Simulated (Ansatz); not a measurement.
## What pressure 45 GPa does to Li2O

Base system: Li$_{2}$O in the anti-fluorite structure (space group Fm-3m, No. 225; a = 4.6261 Å).

Modification: cell and atoms relaxed at a pressure of 45 GPa.

The values are results of PBE, PAW, 420 eV (Ansatz, a program for electronic structure; no SOC), not measurements. Settings: 12×12×12 k-points, 0.05 eV Fermi–Dirac smearing.

| quantity | base | changed | shift |
|---|---|---|---|
| volume per atom | 8.25 Å³ | 6.05 Å³ | -2.20 Å³ |
| lattice parameter a | 462.6 pm | 417.1 pm | -45.5 pm |
| shortest interatomic distance | 200.3 pm | 180.6 pm | -19.7 pm |
| enthalpy H = E + PV relative to the base's energy | – | +1.94 eV/atom | – |
| band gap | 4.98 eV | 5.55 eV | +0.57 eV |
| gap character | indirect, Γ → X | indirect, Γ → X | – |
| smallest direct gap | 5.23 eV | 7.35 eV | +2.112 eV |
| width of the top valence band | 1.48 eV | 1.88 eV | +0.394 eV |
| electron mass | 0.85 mₑ along k, 0.44 mₑ across (at X) | 0.69 mₑ along k, 0.40 mₑ across (at X) | – |
| hole mass (degenerate bands, along [100]) | 0.92, 1.8, 1.8 mₑ (at Γ) | 1.1, 1.5, 1.5 mₑ (at Γ) | – |

Final structure:

```
CELL_PARAMETERS angstrom
      0.00000     2.08547     2.08547
      2.08547     0.00000     2.08547
      2.08547     2.08547     0.00000
ATOMIC_POSITIONS crystal
  O  0.00000 0.00000 0.00000
  Li 0.25000 0.25000 0.25000
  Li 0.75000 0.75000 0.75000
```

Load acts through the strain it causes; cell and atoms are relaxed under it. Effective masses come from finite differences of ±0.01 Å⁻¹. Along k means along the line from Γ to the band edge. Whether these cells are dynamically stable was not tested. Competing high-pressure phases were not computed.
